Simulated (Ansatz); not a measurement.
**What biaxial strain +1.40 %, plane normal [110], relaxed out of plane does to BaHfO3**

The reference is BaHfO3 in the cubic perovskite structure (space group Pm-3m, No. 221; a = 4.157 Å). Axes: x, y, z lie along the cube axes.

One thing is altered: tensile biaxial strain of 1.40 % in the plane normal to [110], as in epitaxy on a mismatched substrate; the out-of-plane cell vector and the atoms relax.

Method: Ansatz (a quantum-chemistry and plane-wave program), PBEsol, PAW, cutoff 420 eV, no spin-orbit coupling. Settings: 8×8×8 k-points, 0.05 eV Fermi–Dirac smearing.

```json
[
 {"quantity": "volume per atom", "base": "14.37 Å³", "changed": "14.64 Å³", "shift": "+0.27 Å³"},
 {"quantity": "space group", "base": "Pm-3m (No. 221)", "changed": "Cmmm (No. 65)", "shift": "–"},
 {"quantity": "shortest interatomic distance", "base": "2.079 Å", "changed": "2.084 Å", "shift": "+0.005 Å"},
 {"quantity": "energy relative to the base (free energy F)", "base": "0 meV/atom", "changed": "+5.7 meV/atom", "shift": "+5.7 meV/atom"},
 {"quantity": "pressure (mean of the normal stresses, compression positive)", "base": "0.00 GPa", "changed": "-2.97 GPa", "shift": "-2.979 GPa"},
 {"quantity": "band gap (an upper bound: an edge found on the path is not a true extremum; the changed cell)", "base": "3.58 eV", "changed": "3.41 eV", "shift": "-0.17 eV"},
 {"quantity": "out-of-plane strain", "base": "–", "changed": "-0.91 %", "shift": "–"},
 {"quantity": "ratio −ε⊥/ε∥", "base": "–", "changed": "0.65", "shift": "–"}
]
```

Spin-orbit coupling, missing from the scalar runs, can matter with Hf. Whether these cells are dynamically stable was not tested.
